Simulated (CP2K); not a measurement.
A self-consistent single point of CaC2 (P1, 3 atoms in the cell) with CP2K.

Method: r2SCAN, GPW, DZVP-MOLOPT-SR-GTH basis, GTH-PBE potentials (GTH_POTENTIALS) (CP2K).

```yaml
crystal:
  lattice:
    - [3.53790, 0.00000, 0.00000]
    - [0.19127, 3.53272, 0.00000]
    - [0.19127, 0.18120, 3.52807]
  atoms:
    - { symbol: Ca, position: [0.00686, 0.99702, 0.01078] }
    - { symbol: C, position: [0.59043, 0.58310, 0.60568] }
    - { symbol: C, position: [0.40271, 0.41987, 0.38354] }
```

Reference input (self-consistent single point, DFT PBEsol, GPW, DZVP-MOLOPT-SR-GTH basis, GTH-PBE potentials (GTH_POTENTIALS)): CUTOFF = 500 Ry; REL_CUTOFF = 50 Ry; KPOINTS/SCHEME = MONKHORST-PACK 8 8 8; XC_FUNCTIONAL = PBE:PBESOL; Ca/BASIS_SET = DZVP-MOLOPT-SR-GTH-q10; Ca/POTENTIAL = GTH-PBE-q10; C/BASIS_SET = DZVP-MOLOPT-SR-GTH-q4; C/POTENTIAL = GTH-PBE-q4; METHOD = GPW; EPS_DEFAULT = 1e-10; NGRIDS = 5; SCF_GUESS = ATOMIC. This run's input differs from it in these lines:

```diff
@@ -16,3 +16,3 @@
     &MGRID
-      CUTOFF 500
+      CUTOFF 800
       REL_CUTOFF 50
@@ -40,5 +40,6 @@
       &XC_FUNCTIONAL
-        &PBE
-          PARAMETRIZATION PBESOL
-        &END PBE
+        &MGGA_X_R2SCAN
+        &END MGGA_X_R2SCAN
+        &MGGA_C_R2SCAN
+        &END MGGA_C_R2SCAN
       &END XC_FUNCTIONAL
```

Log, with long lists cut:

```
 SCF WAVEFUNCTION OPTIMIZATION

  Step     Update method      Time    Convergence         Total energy    Change
     1 NoMix/Diag. 0.40E+00      -     1.89267437       -48.1127366278 -4.81E+01
     2 Broy./Diag. 0.40E+00      -     0.02176134       -47.3914597610  7.21E-01
     3 Broy./Diag. 0.40E+00      -     0.05730510       -47.8830406303 -4.92E-01
     4 Broy./Diag. 0.40E+00      -     0.00866270       -48.1193378440 -2.36E-01
     5 Broy./Diag. 0.40E+00      -     0.00640300       -48.0749463043  4.44E-02
     6 Broy./Diag. 0.40E+00      -     0.00137028       -48.1020372785 -2.71E-02
   [... 8 lines left out ...]
    15 Broy./Diag. 0.40E+00      -     0.00000116       -48.1024330868 -5.66E-06
    16 Broy./Diag. 0.40E+00      -     0.00000035       -48.1024375308 -4.44E-06
    17 Broy./Diag. 0.40E+00      -     0.00000017       -48.1024389454 -1.41E-06
    18 Broy./Diag. 0.40E+00      -     0.00000006       -48.1024394777 -5.32E-07
  *** SCF run converged in    18 steps ***

  Overlap energy of the core charge distribution:               0.00000661095269
  Self energy of the core charge distribution:                -99.00201374426841
  Core Hamiltonian energy:                                     25.12258239552614
  Hartree energy:                                              34.41405743999542
  Exchange-correlation energy:                                 -8.63707217992214

  Total energy:                                               -48.10243947771630

 ENERGY| Total FORCE_EVAL ( QS ) energy [hartree]            -48.102439110349536

 FORCES| Atomic forces [hartree/bohr]
 FORCES|   Atom     x               y               z               |f|
 FORCES|      1 -2.48235861E-03 -2.18731847E-03 -2.71661999E-03   4.28094505E-03
   [... lines left out ...]

 STRESS| Analytical stress tensor [bar]
 STRESS|                        x                   y                   z
 STRESS|      x        7.78225923926E+03   2.06656955069E+04   1.95454144659E+04
 STRESS|      y        2.06656955069E+04  -2.06254488716E+04   1.88495526244E+04
 STRESS|      z        1.95454144659E+04   1.88495526244E+04   3.77067783279E+04
 STRESS| 1/3 Trace                                             8.28786289854E+03
```

The run converged in 18 iterations. Against the reference run the pressure goes from 0.36 to 0.83 GPa, the largest force goes from 2.725 to 1.988 eV/Å and the gap on the mesh goes from 1.659 to 2.104 eV.

The starting cell comes from a database of computed structures (which also holds hypothetical and non-ambient phases and stackings), without a prior relaxation at this level. Its atoms were displaced at random from the sites of space group no. 166. Values carry the incompleteness of an atom-centred basis. The potentials were made for another functional than the one used. Forces in this geometry exceed 1 eV/Å.

Cost on one core of a shared machine: roughly 2 min.
